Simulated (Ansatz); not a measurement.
C on the Al site (broken-bond start) in wurtzite AlN: one set of geometries, relaxed with PBE, evaluated in Ansatz (PAW, plane waves to 420 eV, 500 eV under r2SCAN) with PBE, r2SCAN.

Details: 96-site cell; 2×2×2 shifted k-points; start: the Al site; started 0.95 Å off site, one bond broken; charged states image-corrected; energies good to tenths of an eV; flagged in the runs: a host whose relaxation on this sampling wasn't shown to rest, a strain field that reaches the edge of the cell.

```tsv
quantity	PBE	r2SCAN
host gap (eV)	4.03	4.67
ε(+1/0) above the VBM (eV)	3.05	3.08
ε(0/−1) above the VBM (eV)	3.10	3.45
neutral formation energy against fcc Al, graphite (eV)	7.66	8.43
largest moment on one atom at charge 0 (μB)	0.29	0.33
```

PBE narrows the gap by 0.64 eV against r2SCAN, the highest level run, and puts the levels 0.19 eV lower above the valence-band maximum on average.

Ansatz is an electronic-structure program.
